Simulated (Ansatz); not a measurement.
The starting structures come from a database of crystals and need not be the phases stable at ambient conditions.

 Where the default PAW files enter, the runs use the earlier of Ansatz's two default sets.

By PBEsol, the system below comes out a metal.

Here is the system:

```yaml
crystal:
  lattice:
    - [3.15419, 0.00000, 0.00000]
    - [-0.43465, 4.28229, 0.00000]
    - [-0.21732, 2.14114, 2.37508]
  atoms:
    - { symbol: Te, position: [0.50000, 0.50000, 0.00000] }
```

Space group of this cell: C2/m. The cell is strained (lengths along the current scaled by 1.03, ions clamped); by PBEsol its mean pressure is -1.9 GPa.

The current flows along the normal of the first two printed cell vectors. No spin-orbit coupling; the value is a mean over 0.1 eV about the Fermi level.

### Question
Compute, with PBEsol (Ansatz, an electronic-structure program), the ballistic conductance per area.

### Answer
1.2 × 10¹⁵ S/m² for both spins.
